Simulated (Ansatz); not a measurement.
A working Ansatz (a program for electronic structure) input for DyGa₃ (Pm-3m, 4 atoms in the cell) (DFT, PBEsol, plane waves, default PAW files made with PBE):

Ansatz 0.2 input:
```yaml
crystal:
  lattice:
    - [4.27100000, 0.00000000, 0.00000000]
    - [0.00000000, 4.27100000, 0.00000000]
    - [0.00000000, 0.00000000, 4.27100000]
  atoms:
    - { symbol: Ga, position: [0.00000000, 0.50000000, 0.50000000] }
    - { symbol: Ga, position: [0.50000000, 0.00000000, 0.50000000] }
    - { symbol: Ga, position: [0.50000000, 0.50000000, 0.00000000] }
    - { symbol: Dy, position: [0.00000000, 0.00000000, 0.00000000], spin: 5.0 }
kpoints:
  mp_grid: { grid: [10, 10, 10] }
hamiltonian:
  xc: pbesol
  pseudopotentials: { kind: paw }
magnetization:
  spin_polarized: true
scf:
  occupations: { method: cold, width: 0.0147 Ry }
output:
  forces: true
  eigenvalues: true
  stress: true
```

The run converged in 16 iterations: free energy E − TS (on the zero of these files) -21728.1276 eV; Fermi level (on the code's own zero) 11.88 eV; pressure -4.23 GPa; size of the cell's spin moment 4.64 μB. Each of these slips is then made, one at a time:

(1)
```diff
-    - { symbol: Dy, position: [0.00000000, 0.00000000, 0.00000000], spin: 5.0 }
+    - { symbol: Dy, position: [0.00000000, 0.00000000, 0.00000000] }
```

(2)
```diff
+  convergence: { dr2_threshold: 1.0e-01 eV }
```

(3)
```diff
-  occupations: { method: cold, width: 0.0147 Ry }
+  occupations: { method: fixed }
```

Problem. Predict the outcome of each change.

Solution. 
(1) A spin-polarised run without starting moments. The run converged in 16 iterations, and against the sound input the free energy hardly moves (within 1 meV/atom), the pressure stays at -4.23 GPa and the size of the net moment stays at 1.16 μB/atom.

(2) A convergence threshold that is too loose. The run converged in 12 iterations, and against the sound input the free energy hardly moves (within 1 meV/atom), the pressure moves little (-4.23 to -4.29 GPa) and the size of the net moment stays at 1.16 μB/atom.

(3) Fixed occupations in a spin-polarised run with a free moment. The program stopped before any SCF iteration.
```
Error: inconsistent input (scf.occupations.method, magnetization): a σ = 0 step fill (method: fixed, or a smearing width below the step floor) cannot realise an odd electron count (59) without a locked total moment — the per-k integer fill puts the same N_el/2 bands in each spin channel; set magnetization.spin_polarized: true with magnetization.spi [...]
```

The starting cell comes from a database of published, mostly measured structures (it also holds non-ambient and calculated ones), without a prior relaxation at this level. With one magnetic atom in the cell only a parallel order is possible. With U or open f shells several self-consistent states can exist. The f electrons are in the valence without U or exact exchange, which can misplace them near the Fermi level. Spin-orbit terms, which matter for f shells, are left out. In the base run, with a pressure of about -4 GPa the cell is away from its equilibrium volume at this level. Ansatz's pressure includes its estimate of the finite-basis (Pulay) stress.

Left out of this page: 3 runs of the series with a known weakness of the program.
